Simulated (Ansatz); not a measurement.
Start from Rb in the bcc (W type) structure (space group Im-3m, No. 229; a = 5.575 Å).

Structures relaxed with PBEsol/PAW in Ansatz (a program for electronic structure), spin-orbit coupling left out.

Base:

Simulated powder pattern, Cu Kα, λ = 1.54184 Å (kinematic, ideal powder, no thermal factors, no anomalous dispersion; the 10 strongest lines at most, above 2 %, up to 2θ = 90°):

```json
[
 {"2θ (°)": "22.55", "I/Imax (%)": "100", "hkl": "(110)"},
 {"2θ (°)": "32.11", "I/Imax (%)": "20", "hkl": "(200)"},
 {"2θ (°)": "39.60", "I/Imax (%)": "45", "hkl": "(211)"},
 {"2θ (°)": "46.05", "I/Imax (%)": "15", "hkl": "(220)"},
 {"2θ (°)": "51.86", "I/Imax (%)": "20", "hkl": "(310)"},
 {"2θ (°)": "62.32", "I/Imax (%)": "23", "hkl": "(321)"},
 {"2θ (°)": "71.84", "I/Imax (%)": "11", "hkl": "(330)"},
 {"2θ (°)": "76.40", "I/Imax (%)": "6.4", "hkl": "(420)"},
 {"2θ (°)": "80.87", "I/Imax (%)": "5.5", "hkl": "(332)"},
 {"2θ (°)": "89.67", "I/Imax (%)": "13", "hkl": "(510)"}
]
```

After one change:

Simulated powder pattern, Cu Kα, λ = 1.54184 Å (kinematic, ideal powder, no thermal factors, no anomalous dispersion; the 10 strongest lines at most, above 2 %, up to 2θ = 90°):

```json
[
 {"2θ (°)": "25.19", "I/Imax (%)": "56"},
 {"2θ (°)": "26.38", "I/Imax (%)": "100"},
 {"2θ (°)": "35.93", "I/Imax (%)": "22"},
 {"2θ (°)": "45.12", "I/Imax (%)": "46"},
 {"2θ (°)": "47.27", "I/Imax (%)": "20"},
 {"2θ (°)": "54.31", "I/Imax (%)": "13"},
 {"2θ (°)": "58.37", "I/Imax (%)": "11"},
 {"2θ (°)": "58.97", "I/Imax (%)": "10"},
 {"2θ (°)": "71.02", "I/Imax (%)": "12"},
 {"2θ (°)": "72.66", "I/Imax (%)": "11"}
]
```

Q: What was done to the base?
A) x(Sr) = 0.75, 4 atoms, P4/mmm (arrangement B)
B) x(Sr) = 0.333, 3 atoms, I4/mmm
C) x(Sr) = 0.5, 4 atoms, Cmme

A: A, x(Sr) = 0.75, 4 atoms, P4/mmm (arrangement B). Its volume per atom is 57.28 Å³ against 86.64 Å³, and its space group is P4/mmm (No. 123).

Each cell is one ordered arrangement of few atoms, which overstates ordering effects compared with a random alloy. Stability against distortions was not tested. The final runs are not spin-polarised. An odd electron count without spin: RbSr3. Under x(Sr) = 0.333, 3 atoms, I4/mmm the cell changed shape so far that it is another structure.
